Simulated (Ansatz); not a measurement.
## Fermi-surface data of Ir (I4/mmm)

Data:

```
CELL_PARAMETERS angstrom
      0.00000     1.90913     1.91866
      1.90913     0.00000     1.91866
      1.90913     1.90913     0.00000
ATOMIC_POSITIONS crystal
  Ir 0.00000 0.00000 0.00000
```

All values below come from PBEsol, rigid bands (plane waves, PAW, scalar-relativistic; Ansatz, an electronic-structure program). Condition of this run: biaxial stress xx = yy = 2 GPa (compression positive) (the target of the relaxation). Geometry: cell and atoms relaxed with PBEsol, then loaded as said.

density of states at the Fermi level: 0.879 states/(eV·cell), both spins
bare Sommerfeld coefficient: 2.1 mJ/(mol of atoms·K²)
Drude plasma energy: 10.8 eV
root-mean-square Fermi velocity: 8.4e5 m/s
resistivity times τ: 4.2 ×10⁻²² Ω·m·s
resistivity times mean free path: 3.7 ×10⁻¹⁶ Ω·m²

A metal at this level (no band gap); rigid bands, thermally averaged at 300 K, both spins. Spin-orbit coupling is left out, which matters with elements this heavy. τ is one relaxation time for all states; the product of resistivity and mean free path takes one path for all states instead.
